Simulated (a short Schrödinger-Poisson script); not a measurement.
Structure: symmetric double-gate stack, Al2O3 on p-type Si(100), at 300 K.

```
layer  material  thickness (nm)  Na (cm⁻³)
-----  --------  --------------  ---------
1         Al2O3             1.8          -
2            Si               5       2e15
3         Al2O3             1.8          -
```

Constants are typed, rounded textbook-type inputs, not results; the design itself was drawn at random and stands for no fabricated device. Al2O3: permittivity 9, conduction-band edge (eV) 2.7, gap (eV) 6.8, electron mass (mₑ) 0.3. Si: permittivity 11.7, conduction-band edge (eV) 0, gap (eV) 1.124, Nv at 300 K (cm⁻³) 3.1e19.

Channel valleys (confinement mass, in-plane density-of-states mass, number): Δ2 0.916, 0.19, 2; Δ4 0.19, 0.417, 4. At the gates, both at one voltage, the conduction-band edge of layer 1 lies 2.91 eV − eVg above the Fermi level of the channel. Gaps are held at their typed values at every temperature. Mesh 0.03 nm at interfaces.

From a short Schrödinger-Poisson script (our own, NumPy): 1D Poisson equation in equilibrium, electrons quantum, Hartree (BenDaniel-Duke, 12 states a valley, the channel's in-plane mass for all, wave functions ending at the dielectric), parabolic valleys, classical holes, full ionisation, no traps, pinning or gate leakage.

Task: List the lowest subbands of each valley and their electrons at Vg = 0.9 V.

Result: 
```
valley  subband  energy from the Fermi level (meV)  electrons (cm⁻²)  share (%)
------  -------  ---------------------------------  ----------------  ---------
Δ2            0                              -54.5           9.12e12       39.4
Δ2            1                              -37.3           6.79e12       29.3
Δ2            2                               52.7           5.01e11        2.2
Δ4            0                               20.4           6.74e12       29.1
Δ4            1                              222.4            3.31e9        0.0
Δ4            2                              612.1             < 1e6        0.0
```

All electrons: 2.32e13 cm⁻².
